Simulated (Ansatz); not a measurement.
A self-consistent single point of Cu2SnS3 (Imm2, 6 atoms in the cell) with Ansatz (a quantum-chemistry and plane-wave program).

Computed with PBEsol with spin-orbit coupling, default PAW files made with PBE (plane waves; Ansatz).

```
Cu2SnS3
1.0
   -1.93636     5.74511     2.69006
    1.93636    -5.74511     2.69006
    1.93636     5.74511    -2.69006
Cu Sn S
2 1 3
Direct
  0.83834   0.00924   0.82910
  0.18014   0.00924   0.17090
  0.48029   0.98029   0.50000
  0.06052   0.73668   0.32384
  0.41284   0.73668   0.67616
  0.77786   0.77786   0.00000
```

Reference input (self-consistent single point, DFT, LDA (PW92), plane waves, default PAW files made with PBE): kpoints.mp_grid.grid = 5 5 5; hamiltonian.xc = lda; hamiltonian.pseudopotentials = {kind: paw} (the program's default PAW files); scf.occupations.method = fermi_dirac; scf.occupations.width = 0.05 eV. This run's input differs from it in these lines:

Ansatz 0.2 input:
```diff
@@ -17,5 +17,8 @@
 hamiltonian:
-  xc: lda
+  xc: pbesol
   pseudopotentials:
     kind: paw
+magnetization:
+  noncollinear: true
+  spin_orbit: true
 scf:
```

Output, abridged:

```
SCF iter   1: F=—  HF=-21787.295361 eV  |F-HF|=—  |Δ(HF+E_count)|=         —  Δρ=4.14e-2  dr2=1.70e0  dr2_m=0.00e0 (ungated)  ethr=3.10e-3  |M|=0.00e0 ∫|m|=0.00e0 μB  |m|>n=0.0e0 m-floor=0.0e0 τ_xc=0.0e0  β_m=0.30  ⟨swp⟩=7.8  Hψ=10941  notcnv=0  defer=44
all-band conjugate gradients solve this SCF's bands
preconditioner: auto → Resta (q_TF=auto, 2.495 Å⁻¹)
   [... lines left out ...]
SCF iter   9: F=—  HF=-21786.947873 eV  |F-HF|=—  |Δ(HF+E_count)|=   6.97e-5  Δρ=4.45e-5  dr2=1.48e-6  dr2_m=0.00e0 (ungated)  ethr=1.81e-8  |M|=0.00e0 ∫|m|=0.00e0 μB  |m|>n=0.0e0 m-floor=0.0e0 τ_xc=0.0e0  β_m=0.81  ⟨swp⟩=2.1  Hψ=3148  notcnv=0  defer=150
SCF iter  10: F=-21786.947873 eV  HF=-21786.947873 eV  |F-HF|=7.14e-9  |Δ(HF+E_count)|=   1.59e-7  Δρ=4.25e-6  dr2=2.53e-8  dr2_m=0.00e0 (ungated)  ethr=1.43e-10  |M|=0.00e0 ∫|m|=0.00e0 μB  |m|>n=0.0e0 m-floor=0.0e0 τ_xc=0.0e0  ⟨swp⟩=11.0  Hψ=11025  notcnv=0
SCF 1 converged in 10 iterations: F = -21786.947873 eV  dr2 = 2.53e-8
Magnetization: |M| = 0.0000 μB,  M = (+0.0000, +0.0000, +0.0000) μB
Absolute magnetization: 0.0000 μB (∫|m|)
  site 0: m = (+0.0000, +0.0000, +0.0000) μB, |m| = 0.0000 μB  (R = 0.94 Å)
  site 1: m = (+0.0000, +0.0000, +0.0000) μB, |m| = 0.0000 μB  (R = 0.94 Å)
  site 2: m = (+0.0000, +0.0000, +0.0000) μB, |m| = 0.0000 μB  (R = 0.99 Å)
  site 3: m = (+0.0000, +0.0000, +0.0000) μB, |m| = 0.0000 μB  (R = 0.94 Å)
  site 4: m = (+0.0000, +0.0000, +0.0000) μB, |m| = 0.0000 μB  (R = 0.94 Å)
  site 5: m = (+0.0000, +0.0000, +0.0000) μB, |m| = 0.0000 μB  (R = 0.96 Å)
Free energy (F): -21786.947873 eV
Internal energy: -21786.943936 eV  (E = F + TS)
E sigma→0 (E₀):  -21786.945904 eV
Entropy (-TS):   -0.003937 eV (-0.656 meV/atom)
Fermi energy:    8.826953 eV
   [... lines left out ...]
  atom   6  S      0.00000000     0.00000000     0.21814852
--- Stress (GPa, compression-positive) ---
       -1.434395       0.000000       0.000000
        0.000000      -1.218487       0.000000
        0.000000       0.000000      -1.393511
  P = ⅓ Tr σ = -1.3488 GPa (-13.488 kbar)
  The stress holds the Pulay correction. Without it, at fixed plane waves, as pw.x and ABINIT print it: P = -1.3988 GPa
```

The run converged in 10 iterations. Against the reference run the pressure goes from -3.72 to -1.35 GPa and the largest force goes from 0.301 to 0.268 eV/Å.

The starting cell comes from a database of computed structures (which also holds hypothetical and non-ambient phases and stackings), without a prior relaxation at this level. Ansatz's pressure includes its estimate of the finite-basis (Pulay) stress. The run gives no clean gap (levels at the Fermi energy touch, overlap or are partly filled at this smearing), which alone does not show that the compound is a metal.

Cost on one core of a shared machine: roughly 70 s.
